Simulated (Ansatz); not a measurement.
## CdSiN₂ (model structure, started from the AgBiO2 type, R-3m, No. 166, 4 atoms in the cell)

Computed with PBE-D3(BJ) (Ansatz, a quantum-chemistry and plane-wave program, PAW).

Numerical settings: plane-wave cutoff 520 eV, 18×18×18 k mesh, Fermi–Dirac smearing 0.05 eV, scalar-relativistic PAW data made under PBE.

Cell (relaxed at this level):

```
CELL_PARAMETERS angstrom
      1.45322     0.83902     5.98585
     -1.45322     0.83902     5.98585
      0.00000    -1.67803     5.98585
ATOMIC_POSITIONS crystal
  Cd 0.50000 0.50000 0.50000
  Si 0.00000 0.00000 0.00000
  N  0.61461 0.61461 0.61461
  N  0.38539 0.38539 0.38539
```

```yaml
band_gap: 0.04 eV (under three smearing widths, so not firm)
"Γ–Γ gap": 1.35 eV
```

Note: a distance lies near a switch of the dispersion term, which can move the cell; the relaxation could raise the start's symmetry but not lower it, so the cell can be a saddle point.

Spin–orbit coupling is not included; it can close the smallest gap of 0.04 eV.

The computed numbers hold no vibrational or temperature effects.

It cost roughly 13 core-minutes of CPU time.

A model structure was made by putting elements into a prototype or built by hand; it is no filed structure, need not be a known phase, and can be a saddle point held by its symmetry.
